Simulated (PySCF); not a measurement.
PySCF 2.14.0, BP86/def2-svpd, df: W(NH)(Cl)3(OH) ([NH]=[W]([OH])([Cl])([Cl])[Cl]), 8 atoms. The geometry is a generated start, not checked to be a minimum at this level.

```yaml
task: energy
method: bp86
basis: def2-svpd
two_electron_scheme: density fitting
mol.max_memory: 3000 MB
mf.max_cycle: 100
mf.init_guess: minao (default)
mf.DIIS: CDIIS (default)
mf.diis_space: 8 (default)
mf.conv_tol: 1e-09 (default)
mf.grids.level: 3 (default)
effective_core_potentials: those of the basis set, past Kr
basis_functions: 175
grid_points: 128552
```

```xyz
8

W      0.0136     0.0341    -0.0604
N      0.1980     0.9822    -1.5353
H      0.3133     1.5307    -2.3863
Cl    -1.8682    -1.0114    -0.7712
Cl    -0.1783     1.8514     1.2816
Cl     2.0218    -0.9961    -0.2775
O     -0.1761    -0.9486     1.4704
H     -0.3239    -1.4421     2.2787
```

Charge 0 and multiplicity 1 are set for this test and not shown to be the ground state.

One run each on 2 threads, 1 BLAS thread. Values of level_shift (Hartree) tried: 0 (default), 0.1, 0.3, 1.

Task: Which value of level_shift (Hartree) needs the fewest Fock builds, and what happens away from it?

Result: Fewest Fock builds, within one of each other: 0 (default) with 16, 0.1 with 16. The count rises to 56 at 1. All converge to one solution.

| level_shift (Hartree) | Fock builds | end |
|---|---|---|
| 0 (default) | 16 | same solution |
| 0.1 | 16 | same solution |
| 0.3 | 20 | same solution |
| 1 | 56 | same solution |
